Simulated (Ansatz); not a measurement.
We consider TiGeO3 (model structure, started from the PbTiO3 type, P4mm, No. 99, 5 atoms in the cell), described by LDA (PAW; Ansatz, a first-principles code).

Settings: plane-wave cutoff 520 eV, 8×8×8 k mesh, Fermi–Dirac smearing 0.01 eV, no spin polarisation, scalar-relativistic PAW data made under PBE.

Cell (relaxed at this level):

```cif
data_GeO3Ti
_chemical_formula_sum 'Ti1 Ge1 O3'
_space_group_name_H-M_alt 'P 1'
_space_group_IT_number 1
_cell_length_a 3.69137
_cell_length_b 3.69137
_cell_length_c 4.34205
_cell_angle_alpha 90.000
_cell_angle_beta 90.000
_cell_angle_gamma 90.000
loop_
_space_group_symop_operation_xyz
  'x, y, z'
loop_
_atom_site_label
_atom_site_type_symbol
_atom_site_fract_x
_atom_site_fract_y
_atom_site_fract_z
_atom_site_occupancy
Ti1 Ti 0.50000 0.50000 0.59545 1
Ge1 Ge 0.00000 0.00000 0.19310 1
O1 O 0.00000 0.50000 0.45777 1
O2 O 0.50000 0.00000 0.45777 1
O3 O 0.50000 0.50000 0.98611 1
```

Task: Predict the band gap, Γ–Γ gap and bulk modulus.

Result: 
band gap: 1.42 eV (on the SCF k mesh)
Γ–Γ gap: 3.70 eV
bulk modulus: 73.4 GPa

Note: the bulk modulus is −V dP/dV from two relaxed cells at ±2 % in volume; the relaxation could raise the start's symmetry but not lower it, so the cell can be a saddle point.

Spin–orbit coupling is not included.

Computing time: roughly 120 core-seconds.

A model structure was made by putting elements into a prototype or built by hand; it is no filed structure, need not be a known phase, and can be a saddle point held by its symmetry.
